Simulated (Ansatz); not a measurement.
Cubic perovskite BaZrO3, treated with r²SCAN+SOC in Ansatz (plane waves, PAW).

Run with plane-wave cutoff 560 eV, 8×8×8 k mesh, Fermi–Dirac smearing 0.01 eV, PAW data made under PBE.

Cell (relaxed at this level):

```xyz
5
Lattice="4.2050 0.0000 0.0000 0.0000 4.2050 0.0000 0.0000 0.0000 4.2050" Properties=species:S:1:pos:R:3 pbc="T T T"
Ba     0.0000     0.0000     0.0000
Zr     2.1025     2.1025     2.1025
O      2.1025     0.0000     2.1025
O      0.0000     2.1025     2.1025
O      2.1025     2.1025     0.0000
```

**Question.** Give the computed bulk modulus B0, band gap, smallest direct gap on the k points sampled and pressure derivative B′ of the bulk modulus.

**Answer.** 
- bulk modulus B0 = 163 GPa
- band gap = 3.70 eV (indirect)
- smallest direct gap on the k points sampled = 3.89 eV
- pressure derivative B′ of the bulk modulus = 4.4

Measured, for comparison: band gap 5.3 eV (temperature not stated, no zero-point or thermal correction, first of three measured values (5.3, 4.86, 4.8), our sources range from 4.86 to 5.30; as tabulated in Lindman et al. (2015), arXiv:1503.06612); bulk modulus 189 GPa (temperature not stated, no zero-point or thermal correction; as tabulated in Sepliarsky et al. (2023), arXiv:2212.03924). Computed (rounded) less measured: band gap -1.60 eV (-1.16 eV to -1.60 eV over the range), bulk modulus -14 %.

The computed numbers hold no vibrational or temperature effects.

It cost very roughly 19 core-minutes of CPU time.

Ansatz is an electronic-structure program.
